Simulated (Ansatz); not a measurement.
A computed series for ZrB2: response to strain

The parent structure is ZrB$_{2}$ (space group P6/mmm, No. 191; a = 3.155 Å, c = 3.506 Å; relaxed with 0.1 eV smearing). Axes: x lies along a and z along c of the hexagonal cell.

Strains are applied to the cell and any free atomic positions relax; under biaxial strain the out-of-plane vector relaxes too.

The values are results of PBEsol in Ansatz (plane waves to 420 eV, PAW, without spin-orbit coupling), not measurements.

| biaxial strain, plane normal [001], relaxed out of plane (%) | out-of-plane strain (%) |
|---|---|
| 0 | 0.00 |
| 0.5 | -0.28 |
| 1 | -0.56 |
| 1.5 | ? |
| 2 | -1.11 |
| 2.5 | -1.39 |
| 3 | -1.66 |

Task: Fit ε⊥ = −νε + γε² (strains in %) to the rows shown and predict the withheld row.

Result: Least squares on the printed values gives ν = 0.56 (the biaxial Poisson response) and γ = 0.003 (largest residual 0.00 %); this predicts -0.84 %, and the run gives -0.84 %, in agreement.

Stability against distortions was not tested. The final runs are not spin-polarised.

Ansatz is a quantum-chemistry and plane-wave program.
